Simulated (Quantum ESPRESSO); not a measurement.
## How far to go with the plane-wave cutoff: LaS (Fm-3m, 2 atoms in the cell)

```xyz
2
Lattice="0.0000 2.9504 2.9504 2.9504 0.0000 2.9504 2.9504 2.9504 0.0000" Properties=species:S:1:pos:R:3 pbc="T T T"
La     0.0000     0.0000     0.0000
S      2.9504     2.9504     2.9504
```

Method of the run: PBEsol, GBRV 1.5 ultrasoft (PBESOL) pseudopotentials (plane waves; Quantum ESPRESSO).

Base settings: ecutwfc = 40 Ry; ecutrho = 200 Ry; occupations = smearing; smearing = gaussian; degauss = 0.0073499 Ry; potentials = {La: la_pbesol_v1.uspp.F.UPF, S: s_pbesol_v1.4.uspp.F.UPF}; K_POINTS = automatic 4 4 4 0 0 0; conv_thr = 1e-10 Ry; mixing_beta = 0.7.

Moved along: ecutrho.

The second cell is the first with its lattice scaled by 0.98.

The mesh stays at the base's, so the ladder's end is converged at best in this setting alone.

Only quantities that move along the ladder and can be compared are tabulated.

The count of work is k-points × plane waves × bands × iterations; it is no time. Core times come from one kind of shared machine, to one figure; runs under 30 s give none.

The starting cell comes from a database of computed structures (which also holds hypothetical and non-ambient phases and stackings), without a prior relaxation at this level. Its lattice was rescaled by up to half a per cent. In the base run, with a pressure of about -4 GPa the cell is away from its equilibrium volume at this level. Without a gap this mesh is coarse (it stands for a supercell whose shortest vector is 17 Å).

Steps (ecutwfc): 14 Ry; 16 Ry; 18 Ry; 20 Ry; 22 Ry; 24 Ry; 28 Ry; 32 Ry; 36 Ry; 40 Ry; 44 Ry; 48 Ry; 54 Ry; 60 Ry; 70 Ry; 80 Ry; 96 Ry.

### Question
What is the coarsest ecutwfc that holds the pressure within 0.5 GPa of the last step, with all finer ones?

### Answer
24 Ry, at 0.12 of the last step's count of work; the step before is off by 0.74 GPa.

### Question
What is the coarsest ecutwfc that holds the free energy within 0.5 meV/atom of the last step, with all finer ones?

### Answer
54 Ry, at 0.39 of the last step's count of work; the step before is off by 0.58 meV/atom.

### Question
What is the coarsest ecutwfc that holds the energy of the compressed cell less the first within 0.2 meV/atom of the last step, with all finer ones?

### Answer
28 Ry, at 0.15 of the last step's count of work; the step before is off by 0.46 meV/atom.

```tsv
ecutwfc	free energy less the last step's (meV/atom)	energy of the compressed cell less the first (meV/atom)	pressure (GPa)	count of work / last	core time / last (rough)
14 Ry	385.84	-7.26	-9.87	0.033	–
16 Ry	206.99	-6.09	-8.22	0.052	–
18 Ry	101.13	-8.97	-6.57	0.087	–
20 Ry	49.45	-13.42	-5.36	0.085	–
22 Ry	23.49	-12.94	-4.60	0.10	–
24 Ry	12.51	-13.49	-4.22	0.12	–
28 Ry	4.63	-13.95	-3.97	0.15	–
32 Ry	2.13	-13.98	-3.91	0.20	–
36 Ry	1.12	-13.95	-3.88	0.27	–
40 Ry	0.81	-13.95	-3.86	0.35	–
44 Ry	0.71	-13.94	-3.86	0.31	0.4
48 Ry	0.58	-13.95	-3.87	0.37	0.4
54 Ry	0.32	-13.95	-3.87	0.39	0.5
60 Ry	0.18	-13.95	-3.86	0.40	0.5
70 Ry	0.11	-13.95	-3.86	0.66	0.7
80 Ry	0.04	-13.95	-3.86	0.91	0.8
96 Ry	0.00	-13.95	-3.86	1.0	1
```

The energy difference between the two cells stays within 1 meV/atom of the last step's from 24 Ry on, the total only from 40 Ry on: much of the error is common to both cells and cancels.

At the lowest cutoff the pressure lies 6.0 GPa under the last step's, the usual sign of Pulay stress in an incomplete plane-wave basis.
